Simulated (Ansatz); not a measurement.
An Ansatz (an electronic-structure program) run: AgCl with a change (biaxial strain −0.50 %, plane normal [001], relaxed out of plane); Ansatz, PBEsol, PAW, cutoff 420 eV, no spin-orbit coupling.

Input:

Ansatz 0.2 input:
```yaml
crystal:
  lattice:
    - [3.8326922973, 0, 0]
    - [0, 3.8326922973, 0]
    - [1.9163461486, -1.9163461486, 2.7305507743]
  atoms:
    - { symbol: Ag, position: [0, 0, 0] }
    - { symbol: Cl, position: [0.5, 0.5, 0] }
basis: { ecutwfc: 420, ecutrho_ratio: 4, xc_grid: 2, fft_grid_basis: typed }
kpoints: { mp_grid: { grid: [10, 10, 10] } }
hamiltonian:
  xc: pbesol
  dispersion: none
  pseudopotentials: { kind: paw }
scf: { occupations: { method: fermi_dirac, width: 0.05 } }
relax: { f_tol: 0.005, max_steps: 50, cell: { stress_tol: 0.01, fix: [a, b, gamma] } }
output: { forces: true, stress: true }
checkpoint: { write: state.ck, write_every: 1000 }
```

Output (explanatory and most iteration lines left out):

```
Relaxation: its limit of steps is 50 (relax.max_steps)
Pseudopotential: Ag, paw, valence charge 19
Pseudopotential: Cl, paw, valence charge 7
Crystal: 2 atoms, lattice volume = 40.111 Å³
Basis set: ecut = 420 eV, 757 PW (Γ), exchange–correlation on 54×54×54 points (8 copies of the dense FFT grid, shifted against one another)
Bands: 17, of which v1, the nominal top of the filled ones, is band 13 counted from 1 (12 counted from 0)
Symmetry: 16 space group operations
Space group: I4/mmm (ITA 139), of the structure as read, at distance tolerance 3.4e-5 Å
k-points: 102 of 1000
Functional: x = pbesol(κ = 0.804, μ = 0.12345679012345678), c = pbesol(β = 0.046)
SCF iter   1: F=—  HF=-8583.812819 eV  |F-HF|=—  |Δ(HF+E_count)|=         —  Δρ=8.01e-3  dr2=2.73e-2  ethr=1.77e-3  ⟨swp⟩=5.9  Hψ=8385  notcnv=0
SCF iter   2: F=—  HF=-8583.804890 eV  |F-HF|=—  |Δ(HF+E_count)|=   7.93e-3  Δρ=2.40e-3  dr2=1.13e-3  ethr=1.05e-4  ⟨swp⟩=2.1  Hψ=3759  notcnv=0
SCF 1 converged in 6 iterations: F = -8583.804531 eV  dr2 = 1.15e-8
relax step   1: F+E_penalty+E_count = -8583.80453103 eV  Δ(F+E_penalty+E_count) = +0.000e0 eV  max|allowed force component| = 1.972e-30 eV/Å  Δτ_max = 0.0000 Å  P = +0.441 GPa  Ω = 40.111 Å³  fix = [a, b, gamma]  reactions: a +0.525, b +0.525 GPa  (6 SCF iters, dr2 threshold 1.00e-7 eV, accepted)
[... steps on the carried basis left out ...]
relax step   3: F+E_penalty+E_count = -8583.80463183 eV  Δ(F+E_penalty+E_count) = -2.182e-5 eV  max|allowed force component| = 4.437e-31 eV/Å  Δτ_max = 0.0000 Å  P = +0.242 GPa  Ω = 40.253 Å³  energy of the carried Pulay correction = -2.187e-5 eV  fix = [a, b, gamma]  reactions: a +0.361, b +0.361 GPa  (4 SCF iters, dr2 threshold 4.90e-8 eV, accepted)
Crystal: 2 atoms, lattice volume = 40.253 Å³
SCF iter   1: F=—  HF=-8583.804642 eV  |F-HF|=—  |Δ(HF+E_count)|=         —  Δρ=9.70e-6  dr2=6.08e-9  ethr=5.75e-8  ⟨swp⟩=3.0  Hψ=13074  notcnv=0
SCF iter   2: F=—  HF=-8583.804655 eV  |F-HF|=—  |Δ(HF+E_count)|=   1.24e-5  Δρ=4.72e-6  dr2=1.41e-9  ethr=2.34e-11  ⟨swp⟩=2.2  Hψ=3102  notcnv=0
SCF 4 converged in 5 iterations: F = -8583.804655 eV  dr2 = 2.58e-13
SCF converged after 5 iterations
Free energy (F): -8583.804655 eV
Internal energy: -8583.804648 eV  (E = F + TS)
E sigma→0 (E₀):  -8583.804651 eV
Entropy (-TS):   -0.000007 eV (-0.004 meV/atom)
Fermi energy:    9.460321 eV
--- Forces (eV/Å), atoms counted from 1 ---
  atom   1  Ag     0.00000000     0.00000000     0.00000000
  atom   2  Cl     0.00000000    -0.00000000     0.00000000
--- Stress (GPa, compression-positive) ---
        0.360865      -0.000000       0.000000
       -0.000000       0.360865      -0.000000
        0.000000      -0.000000       0.003399
  P = ⅓ Tr σ = 0.2417 GPa (2.417 kbar)
--- Relaxed structure (3 steps of the walk, 3 accepted, 1 SCFs on fresh bases) ---
  cell:  # Å, volume = 40.2532 Å³
    - [3.8326922973, 1.6065579744839202e-22, 3.509093439108091e-11]
    - [1.6065579398381424e-22, 3.8326922973, -3.5090934012673765e-11]
    - [1.916346148624911, -1.916346148624911, 2.7402638195470344]
  atoms:
    - { symbol: Ag, position: [7.851570918560852e-37, 7.715436052368618e-37, -1.749500358768197e-49] }
    - { symbol: Cl, position: [0.5, 0.5, 3.464018644356822e-28] }
```

Stability against distortions was not tested. The cell was made from AgCl in the rock salt structure (space group Fm-3m, No. 225) by this change: biaxial strain −0.50 %, plane normal [001], relaxed out of plane.
